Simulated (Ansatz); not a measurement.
Consider In$_{2}$O$_{3}$ (space group P-3m1, No. 164; a = 3.419 Å, c = 6.094 Å; a hypothetical phase, not in the database extracts checked). Axes: x lies along a and z along c of the hexagonal cell.

Modification: a pure shear with ε_xz = ε_zx = 0.0055; the atoms relax in the strained cell.

Levels (all Ansatz, a program for electronic structure, PAW): PBEsol (420 eV, no SOC); r2SCAN (500 eV, scalar-relativistic without spin-orbit coupling); HSE06 (420 eV, no SOC).

One geometry, relaxed with PBEsol, under each level:

```tsv
level	band gap	lowest conduction level above the VBM at special points	pressure
PBEsol	0.69 eV	Γ 0.69 eV; X 2.90 eV; T₂ 3.92 eV; Y 3.96 eV	0.01 GPa
r2SCAN	1.29 eV	Γ 1.29 eV; X 3.39 eV; T₂ 4.64 eV; Y 4.68 eV	-0.07 GPa
HSE06	2.17 eV	Γ 2.17 eV; X 4.26 eV; T₂ 5.65 eV	–
```

Single points use the geometry relaxed with PBEsol. Their cutoffs differ, which shifts pressures a little. HSE06 was sampled on its mesh, a few special points and the semilocal edge points, so its gap is an upper bound. Whether these cells are dynamically stable was not tested. The base started in P3m1 and relaxed to P-3m1 at this level. Labels are those of the standard path for the cell's own space group.
